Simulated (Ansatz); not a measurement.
Start from TiAl (space group P4/mmm, No. 123; a = 2.813 Å, c = 4.062 Å; relaxed with 0.1 eV smearing). Axes: x, y, z lie along a, b, c of the conventional cell.

Calculations: r2SCAN, PAW, 500 eV (Ansatz, an electronic-structure program; without spin-orbit coupling).

The change: the cell is scaled by 1.0150 in all directions, atoms relaxed at fixed cell.

Problem. Predict the stress tensor and what it implies for the stiffness.

Solution. Stress of the strained cell less that of the base (GPa, compression positive):
```
   -5.0     0.0     0.0
    0.0    -5.0     0.0
    0.0     0.0    -4.9
```

Then B = −ΔP/(ΔV/V₀) with ΔV/V₀ = 0.0457 gives secant stiffness values (nonlinear terms included at this strain): B (at held cell shape, above the free-shape value) ≈ 108 GPa.

As a check, the harmonic strain energy −½ V₀ Δσ:ε is 11 meV/atom; the computed energy rise is 12 meV/atom.

No phonon test of stability was made. All final runs are without spin polarisation.
